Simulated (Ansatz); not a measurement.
Defect migration in alpha quartz: N-vacancy pair (N on one host O site, one O site vacant), charge state +1. The step: direct exchange of N with the vacancy (N-vacancy distance between ideal sites 2.65 Å throughout) (strongly reconstructed ends); the atom moves 2.79 Å along (0.15, -0.14, -0.45) of the unit cell; the moving atom starts with neighbours Si at 1.59, Si at 1.67 Å and ends with Si at 1.59, Si at 1.67 Å. DFT values are from Ansatz (plane-wave PAW, 420 eV unless said) in a cell of 72 host sites, spin-restricted, static, with no finite-size correction. The charge state is imposed; whether it is stable for some Fermi level was not computed. Forms of the defect that were not tried may lie lower. The start lies 0.71 eV above the lowest site run (PBE). For the PBE band: the saddle point's order was not checked, and it lies on a symmetry element of the cell, where a band can be held.

```
Level                                                                      Forward barrier (eV)  Cost of the band or of the saddle's single point
-------------------------------------------------------------------------  --------------------  ------------------------------------------------
PBE, the Γ point alone, band relaxed                                                       2.02                    around 40 core-minutes (rough)
PBE, a 2×2×2 k-point mesh shifted by half a step along c, same geometries                  2.00                   around 3.0 core-minutes (rough)
r2SCAN at 500 eV, the Γ point alone, same geometries                                       2.45            about 80 core-seconds (a rough figure)
```

Ansatz is a first-principles code.
